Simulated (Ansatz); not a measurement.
CdSe: isotropic strain +4.66 %

Consider CdSe in the zinc blende structure (space group F-43m, No. 216; a = 6.082 Å).

Now apply this change: the cell is scaled by 1.0466 in all directions; the atoms relax in the strained cell.

Calculations: DFT with PBEsol, PAW potentials and a 420 eV plane-wave cutoff in Ansatz (an electronic-structure program), without spin-orbit coupling, earlier PAW set. Settings: 9×9×9 k-points, 0.05 eV Fermi–Dirac smearing.

The volume per atom goes up by 4.12 Å³ (28.12 Å³ → 32.24 Å³) and the space group remains F-43m (No. 216). The shortest interatomic distance grows by 0.232 bohr, from 4.977 bohr to 5.209 bohr and the energy goes up by 76 meV/atom. The band gap drops by 0.26 eV (0.48 eV → 0.22 eV) and the gap character remains direct at Γ. The width of the top valence band drops by 0.53 eV, from 2.25 eV to 1.72 eV.

Stability against distortions was not tested. The zero or small gap of CdSe under isotropic strain +4.66 % can change with the level of theory.
